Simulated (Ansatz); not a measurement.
System: CrCl3 (within 0.1 Å of C2/m, No. 12, 8 atoms in the cell; start mp-27630). Method: r²SCAN+rVV10 (plane waves, PAW; Ansatz, an electronic-structure program).

Run with plane-wave cutoff 500 eV, 8×8×8 k mesh, Fermi–Dirac smearing 0.05 eV, spin-polarised start, scalar-relativistic PAW data made under PBE.

Cell (relaxed at this level):

```cif
data_Cl12Cr4
_chemical_formula_sum 'Cr4 Cl12'
_space_group_name_H-M_alt 'C2/m'
_space_group_IT_number 12
_space_group_name_Hall '-C 2y'
_cell_length_a 5.96215
_cell_length_b 10.32493
_cell_length_c 6.07450
_cell_angle_alpha 90.000
_cell_angle_beta 108.278
_cell_angle_gamma 90.000
loop_
_atom_site_label
_atom_site_type_symbol
_atom_site_symmetry_multiplicity
_atom_site_Wyckoff_symbol
_atom_site_fract_x
_atom_site_fract_y
_atom_site_fract_z
_atom_site_occupancy
Cr1 Cr 4 g 0.00000 0.16655 0.00000 1
Cl1 Cl 8 j 0.25006 0.32330 0.23042 1
Cl2 Cl 4 i 0.21960 0.00000 0.23267 1
```
(The calculation used a cell of 8 atoms; values per cell refer to that cell.)

### Question
Estimate the band gap that the calculation returns.

### Answer

band gap: 2.38 eV (on the SCF k mesh)

Note: the magnetic order was assumed, not searched for or taken from measurement.

Static lattice: no zero-point or thermal effects.

A start named mp-… is a Materials Project structure, which need not be a measured phase.
